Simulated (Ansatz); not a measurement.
The reference is NaCaF3 in the cubic perovskite structure (space group Pm-3m, No. 221; a = 4.3716 Å; a hypothetical phase, not in the database extracts checked). Axes: x, y, z lie along the cube axes.

Perturbation: the symmetric strain tensor [-0.0015 0.0080 -0.0183; 0.0080 0.0058 -0.0100; -0.0183 -0.0100 0.0035], atoms relaxed at fixed cell.

Levels (all Ansatz, a program for electronic structure, PAW): PBEsol (420 eV, no SOC); r2SCAN (500 eV, spin-orbit coupling left out).

The geometry is relaxed with PBEsol.

```
Item                           Result
--------------------------  ---------
PBEsol pressure             -4.0 kbar
PBEsol band gap               5.07 eV
PBEsol smallest direct gap    5.21 eV
```

With r2SCAN at the same geometry, the pressure rises by 3.6 kbar to -0.4 kbar; the band gap increases by 0.83 eV to 5.90 eV; the smallest direct gap rises by 0.819 eV, from 5.21 eV to 6.02 eV.

Single points use the geometry relaxed with PBEsol. Their cutoffs differ, which shifts pressures a little. Stability against distortions was not tested. Many cubic perovskites are stable only at high temperature; tilts and polar distortions were not tested.
